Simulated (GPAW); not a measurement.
Input and output of a self-consistent single point for Se (P3_221, 3 atoms in the cell) (GPAW).

Method of the run: PBEsol, GPAW PAW datasets PBEsol (made by gpaw-setup) (plane waves; GPAW).

```
CELL_PARAMETERS angstrom
      4.35517     0.00000     0.00000
     -2.17759     3.77169     0.00000
      0.00000     0.00000     4.94945
ATOMIC_POSITIONS crystal
  Se 0.21700 0.00000 0.16667
  Se 0.00000 0.21700 0.83333
  Se 0.78300 0.78300 0.50000
```

Reference input (self-consistent single point, DFT PBEsol, plane waves, GPAW PAW datasets PBEsol (made by gpaw-setup)): mode = pw; ecut = 600 eV; xc = PBEsol; kpts = 7 7 6; mesh shift (steps) = 0 0 0; occupations.name = methfessel-paxton; occupations.width = 0.1 eV; occupations.order = 1; nbands = -11; symmetry.symmorphic = false; symmetry.tolerance = 0.0005; maxiter = 150. This run's input differs from it in these lines:

```diff
@@ -15,5 +15,6 @@
             xc='PBEsol',
-            kpts={'size': (7, 7, 6), 'gamma': True},
+            kpts={'size': (4, 4, 3), 'gamma': True},
             occupations={'name': 'methfessel-paxton', 'width': 0.1, 'order': 1},
-            nbands=-11,
+            nbands=-8,
+            convergence={'bands': -6},
             symmetry={'symmorphic': False, 'tolerance': 0.0005},
```

The program printed (abridged):

```
     iter     time        total  log10-change:
                         energy   eigst   dens
iter:   1 --:--:--   -11.454487   +0.09
iter:   2 --:--:--   -11.455065   -1.44  -1.11
iter:   3 --:--:--   -11.371551   -2.29  -1.14
iter:   4 --:--:--   -11.373591   -3.02  -1.69
iter:   5 --:--:--   -11.366850c  -3.33  -2.02
iter:   6 --:--:--   -11.367135c  -4.39  -2.59
iter:   7 --:--:--   -11.367097c  -4.64  -2.53
iter:   8 --:--:--   -11.366806c  -4.62  -2.69
iter:   9 --:--:--   -11.366807c  -5.88  -3.47
iter:  10 --:--:--   -11.366807c  -6.07  -3.44
iter:  11 --:--:--   -11.366806c  -6.51  -3.72
iter:  12 --:--:--   -11.366806c  -6.95  -3.98
iter:  13 --:--:--   -11.366806c  -7.67c -4.13c
Converged after 13 iterations.

Dipole moment: (0.000012, 0.000000, 0.000000) |e|*Ang

Energy contributions relative to reference atoms: (reference = -198174.994815)

Kinetic:        +23.050940
Potential:      -21.982836
External:        +0.000000
XC:             -12.420601
Entropy (-ST):   +0.000000
Local:           -0.014308
SIC:             +0.000000
--------------------------
Free energy:    -11.366806
Extrapolated:   -11.366806

Showing only first 2 kpts
 Kpt  Band  Eigenvalues  Occupancy
  0     7      2.26039    2.00000
  0     8      4.06288    2.00000
  0     9      6.46645   -0.00000
  0    10      6.46646   -0.00000

  1     7      2.97106    2.00000
  1     8      3.32342    2.00000
  1     9      5.84800   -0.00000
  1    10      5.85804   -0.00000

Fermi level: 4.94272

Gap: 1.702 eV
Transition (v -> c):
   [... lines left out ...]
Direct gap: 1.977 eV
Transition at: (s=0, k=6, n=8, [0.50, 0.25, 0.33])
Energy (eV): -11.366806

Forces in eV/Ang:
  0 Se    1.02043   -0.00000    0.00000
  1 Se   -0.51022    0.88372    0.00000
  2 Se   -0.51022   -0.88372    0.00000

Stress tensor:
    -0.014319     0.000000    -0.000000
     0.000000    -0.014319     0.000000
    -0.000000     0.000000    -0.027185
Stress (GPa, Voigt): [-2.2942 -2.2942 -4.3556  0.     -0.      0.    ]
```

The run converged in 13 iterations. GPAW prints stress with tension positive. Against the reference run the free energy goes down by 1.0 meV/atom, the pressure moves little (2.97 to 2.98 GPa) and the largest force goes from 1.044 to 1.020 eV/Å.

The starting cell comes from a database of published, mostly measured structures (it also holds non-ambient and calculated ones), without a prior relaxation at this level. Forces in this geometry exceed 1 eV/Å. Another mesh or the band path of this cell gives a smaller gap, so this value is not converged in the mesh.
